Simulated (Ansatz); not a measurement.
For Ag (model structure, P6/mmm, No. 191), PBEsol (Ansatz, an electronic-structure program, PAW) gives:

- equilibrium lattice constant a: 5.262 Å
- lattice parameter c: 5.142 Å
- bulk modulus B0: 105 GPa
- cohesive energy: 2.93 eV/atom

Q: What does r²SCAN (PAW; Ansatz) give for the same quantities?

A: 
- lattice constant a: 5.328 Å (grows by 1.3 %)
- lattice parameter c: 5.204 Å (goes up by 1.2 %)
- bulk modulus: 92.1 GPa (falls by 12 %)
- cohesive energy: 2.73 eV/atom (drops by 0.20 eV/atom)

Changes are worked out from the printed values.

Unless a cell is named, each level is at its own relaxed cell (PBEsol 17.61, r²SCAN 18.27 Å³/atom).

Caveats: the bulk modulus is −V dP/dV from two relaxed cells at ±2 % in volume (PBEsol, r²SCAN). Ansatz's density-functional and Hartree–Fock values are scalar-relativistic unless marked +SOC, with PAW data made under PBE.

A model structure was made by putting elements into a prototype or built by hand; it is no filed structure, need not be a known phase, and can be a saddle point held by its symmetry.
